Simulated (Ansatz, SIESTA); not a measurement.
## La3Pb (P1, 4 atoms in the cell) computed with different codes at matched settings

Self-consistent single point, at a second geometry (atoms moved at random). First geometry:

```yaml
crystal:
  lattice:
    - [5.03375, 0.00000, 0.00000]
    - [0.00000, 5.03375, 0.00000]
    - [0.00000, 0.00000, 5.03375]
  atoms:
    - { symbol: La, position: [0.50000, 0.50000, 0.00000] }
    - { symbol: La, position: [0.00000, 0.50000, 0.50000] }
    - { symbol: La, position: [0.50000, 0.00000, 0.50000] }
    - { symbol: Pb, position: [0.00000, 0.00000, 0.00000] }
```

Second geometry:
```yaml
crystal:
  lattice:
    - [5.03375, 0.00000, 0.00000]
    - [0.00000, 5.03375, 0.00000]
    - [0.00000, 0.00000, 5.03375]
  atoms:
    - { symbol: La, position: [0.49512, 0.50412, 0.99927] }
    - { symbol: La, position: [0.00881, 0.49241, 0.49863] }
    - { symbol: La, position: [0.48964, 0.01080, 0.50001] }
    - { symbol: Pb, position: [0.00644, 0.99267, 0.00209] }
```

Shared settings, as Ansatz (an electronic-structure program) writes them: kpoints.mp_grid.grid = 9 9 9; scf.occupations.method = fermi_dirac; scf.occupations.width = 0.1 eV. Potentials and cutoffs stand in the table.

```csv
code,model,ΔF from the first geometry (meV/atom),pressure (GPa),largest force (eV/Å),cutoff
SIESTA,"GGA PBEsol, numerical atomic orbitals TZP, PseudoDojo PBEsol standard norm-conserving potentials (rewritten from UPF to PSML)",10.5,0.77,0.509,grid 350 Ry
Ansatz,"PBEsol, PAW files made with PBE",7.1,-1.18,0.334,default
```

Size of the force on each atom (eV/Å): Sizes of forces hide their directions.

| code | La1 | La2 | La3 | Pb4 |
|---|---|---|---|---|
| SIESTA | 0.265 | 0.476 | 0.509 | 0.248 |
| Ansatz | 0.169 | 0.274 | 0.334 | 0.216 |

On Ansatz's run: spin-orbit coupling is off.

The spread over the programs that give each value: ΔF from the first geometry within 3.4 meV/atom; pressure within 1.95 GPa; largest force within 0.175 eV/Å.

SIESTA uses small atom-centred bases, whose incompleteness enters pressures, forces and empty levels differently from a plane-wave cutoff. Ansatz's pressure is given at a fixed set of plane waves, as the other plane-wave codes print theirs.

The starting cell comes from a database of computed structures (which also holds hypothetical and non-ambient phases and stackings), without a prior relaxation at this level. Its lattice was rescaled by a random factor within 2.5 % of one. For this run, on top of that: atoms moved at random.

Keys are those of Ansatz 0.2.
